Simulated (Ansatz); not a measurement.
```yaml
crystal:
  lattice:
    - [2.62101, 1.51324, 4.61286]
    - [-2.62101, 1.51324, 4.61286]
    - [0.00000, -3.02648, 4.61286]
  atoms:
    - { symbol: Zn, position: [0.70488, 0.70488, 0.70488] }
    - { symbol: Zn, position: [0.20488, 0.20488, 0.20488] }
    - { symbol: Sn, position: [0.98685, 0.98685, 0.98685] }
    - { symbol: Sn, position: [0.48685, 0.48685, 0.48685] }
    - { symbol: O, position: [0.59381, 0.88441, 0.27976] }
    - { symbol: O, position: [0.88441, 0.27976, 0.59381] }
    - { symbol: O, position: [0.27976, 0.59381, 0.88441] }
    - { symbol: O, position: [0.77976, 0.38441, 0.09381] }
    - { symbol: O, position: [0.38441, 0.09381, 0.77976] }
    - { symbol: O, position: [0.09381, 0.77976, 0.38441] }
```

The cell was generated from a structure type, relaxed within its symmetry, and need not be the phase found at ambient conditions. Spin-orbit coupling is not included. The polar cell is relaxed at 5 GPa. The structure is held there; whether it is the stable one at that pressure was not tested.

### Question
Give the diagonal Born effective charges atom by atom and the electronic dielectric tensor from linear response, PBEsol density-functional theory in Ansatz (plane waves, PAW).

### Answer
| atom | Z*xx | Z*yy | Z*zz |
|---|---|---|---|
| Zn1 | 2.38 | 2.38 | 2.18 |
| Zn2 | 2.38 | 2.38 | 2.18 |
| Sn3 | 4.21 | 4.21 | 4.23 |
| Sn4 | 4.21 | 4.21 | 4.23 |
| O5 | -2.02 | -2.38 | -2.14 |
| O6 | -2.33 | -2.06 | -2.14 |
| O7 | -2.24 | -2.15 | -2.14 |
| O8 | -2.33 | -2.06 | -2.14 |
| O9 | -2.02 | -2.38 | -2.14 |
| O10 | -2.24 | -2.15 | -2.14 |

ε∞ diagonal: 4.89, 4.89, 4.70. The k mesh is 6×6×6. Away from Γ the polar cell without biaxial strain shows no imaginary mode on a 2×2×2 mesh.

The PAW data sets were generated under PBE and serve the other functionals too.

Ansatz is a quantum-chemistry and plane-wave program.
